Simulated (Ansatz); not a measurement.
## fcc Au (1 1 0) on zinc-blende GaAs (1 1 0) (film strained to the substrate, started from cuts of the bulks and a machine-learned relaxation)

A periodic stack without vacuum, fcc Au (1 1 0) on zinc-blende GaAs (1 1 0) (film strained to the substrate, started from cuts of the bulks and a machine-learned relaxation): substrate slab As8Ga8, film Au16, surface cells [[0, -1], [1, -1]] and [[1, 0], [1, 2]], film strained by -2.3 and -2.3 %, outermost planes AsGa/AsGa and Au/Au as cut, which need not be the usual terminations and can put a slab off its formula.

The start was prepared with a machine-learned potential, and the result is one local minimum, with the in-plane cell held and forces under 0.04 eV/Å; the film can end far from its bulk form.

Computed with PBE (plane waves to 420 eV, PAW; Ansatz, an electronic-structure program). Scalar-relativistic, without spin–orbit coupling; the runs are not spin-polarised; PBE gaps are too small against experiment. Its k-point mesh 9×6×1, Fermi–Dirac width 0.05 eV.

| Item | Value |
|---|---|
| interface area | 23.3 Å² |
| period | 29.23 Å |
| gaps between the outermost planes at the two interfaces | 2.16 and 2.16 Å |
| As–Au contacts across the interfaces within 1.22 times the sum of covalent radii | 4, mean 2.74 Å |
| Au–Ga contacts across the interfaces within 1.22 times the sum of covalent radii | 2, mean 2.58 Å |
| estimate of the barrier | withheld, since the Fermi level falls at or inside a band of the host, which a slab this thin can't settle |

```
CELL_PARAMETERS angstrom
      4.06185     0.00050    -0.08773
      4.06237     5.74588    -0.03114
     -2.32763    -1.62528    29.27294
ATOMIC_POSITIONS crystal
  As 0.26899 0.37206 0.03904
  As 0.27327 0.89869 0.10694
  As 0.31164 0.41603 0.17835
  As 0.34564 0.93140 0.24663
  As 0.38199 0.44747 0.31742
  As 0.41571 0.96311 0.38568
  As 0.45597 0.47848 0.45708
  As 0.48145 0.98516 0.52475
  Ga 0.52817 0.14527 0.10993
  Ga 0.51671 0.62242 0.03875
  Ga 0.59670 0.18136 0.24786
  Ga 0.56228 0.66468 0.17695
  Ga 0.66712 0.21243 0.38708
  Ga 0.63176 0.69682 0.31611
  Ga 0.73247 0.23570 0.52556
  Ga 0.70868 0.72422 0.45416
  Au 0.12104 0.09757 0.65096
  Au 0.61959 0.59345 0.65093
  Au 0.35834 0.33822 0.59956
  Au 0.85284 0.82240 0.59971
  Au 0.66694 0.62079 0.75630
  Au 0.16712 0.11910 0.75636
  Au 0.89410 0.85606 0.70212
  Au 0.39160 0.35674 0.70437
  Au 0.21730 0.14724 0.86257
  Au 0.71799 0.64639 0.86028
  Au 0.44586 0.38200 0.80857
  Au 0.94046 0.88392 0.80801
  Au 0.73628 0.68107 0.96488
  Au 0.27339 0.16502 0.96472
  Au 0.99021 0.91038 0.91374
  Au 0.48083 0.41410 0.91388
```
